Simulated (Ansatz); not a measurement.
The reference is WSi2 (space group I4/mmm, No. 139).

Space group I4/mmm (No. 139); a = 3.2123 Å, b = 3.2123 Å, c = 7.8058 Å, α = 90.00°, β = 90.00°, γ = 90.00°

| atom | site | symmetry | x | y | z |
|---|---|---|---|---|---|
| W | 2a | 4/mmm | 0.0000 | 0.0000 | 0.0000 |
| Si | 4e | 4mm | 0.0000 | 0.0000 | 0.3349 |
(The calculation used a cell of 3 atoms; values per cell refer to that cell.)

The values are results of r2SCAN (Ansatz, a quantum-chemistry and plane-wave program; PAW; 500 eV plane waves; no spin-orbit coupling), earlier PAW set, not measurements.

Before the change:

The density is 9.90 g/cm³ and the c/a ratio is 2.430.

Perturbation: a hydrostatic pressure of 9 GPa.

Question: Estimate the effect on the density and c/a ratio.

Answer: The density increases by 0.36 g/cm³ (9.90 g/cm³ → 10.26 g/cm³); the c/a ratio grows by 0.007 (2.430 → 2.437).

Load acts through the strain it causes; cell and atoms are relaxed under it. Whether these cells are dynamically stable was not tested. No other phases were tried under pressure. All final runs are without spin polarisation.
